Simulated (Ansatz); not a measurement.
Cells marked so need not be the phases stable at ambient conditions, and some may be hypothetical.

The gap is the functional's own, uncorrected, and κ follows it; spin-orbit coupling is left out. Mid-gap values are interpolated between the computed energies.

A. CsLuS2 (P6_3/mmc, not sure to be the ambient phase, 8 atoms a cell, 27.7 Å³ an atom), along the normal of (001)
B. SrCuSeF (P4/nmm, not sure to be the ambient phase, 8 atoms a cell, 18.6 Å³ an atom, -2 GPa at this level), along the normal of (110)
C. SbRhSe (P2_13, not sure to be the ambient phase, 12 atoms a cell, 20.5 Å³ an atom, -2 GPa at this level), along the normal of (110)

**Question.** Put the candidates in order of mid-gap decay constant of the slowest evanescent state, highest first, for r2SCAN run with Ansatz (a program for electronic structure).

**Answer.** A (0.26 1/Å), B (0.18 1/Å), C (0.15 1/Å)
